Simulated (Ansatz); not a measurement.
Consider interstitial Na in corundum, charge state +1. The step: Na moves alone to another site; the atom moves 3.53 Å along (-0.33, 0.33, -0.17) of the unit cell; the moving atom starts with neighbours 2 Al at 2.24; 6 O at 2.05 Å and ends with 2 Al at 2.24; 6 O at 2.05 Å. DFT values are from Ansatz (plane-wave PAW, 420 eV unless said) in a cell of 120 host sites, spin-restricted, static, with no finite-size correction. The charge state is imposed; whether it is stable for some Fermi level was not computed. Sites that were not tried may lie lower. For the PBE band: the saddle point's order was not checked.

```json
[
 {"Level": "CHGNet universal potential (has no charge state), its own band", "Forward barrier (eV)": "3.41", "Cost of the band or of the saddle's single point": "-"},
 {"Level": "PBE, the Γ point alone, band relaxed", "Forward barrier (eV)": "4.36", "Cost of the band or of the saddle's single point": "about 14 core-minutes (a rough figure)"},
 {"Level": "PBE, a 2×2×2 k-point mesh shifted by half a step along c, same geometries", "Forward barrier (eV)": "4.36", "Cost of the band or of the saddle's single point": "about 2.8 core-minutes (a rough figure)"},
 {"Level": "r2SCAN at 500 eV, the Γ point alone, same geometries", "Forward barrier (eV)": "?", "Cost of the band or of the saddle's single point": "around 70 core-seconds (rough)"}
]
```

**Question.** Some entries are withheld; supply them.

**Answer.** 
- r2SCAN at 500 eV, the Γ point alone, same geometries, Forward barrier (eV): 4.40

Ansatz is an electronic-structure program.
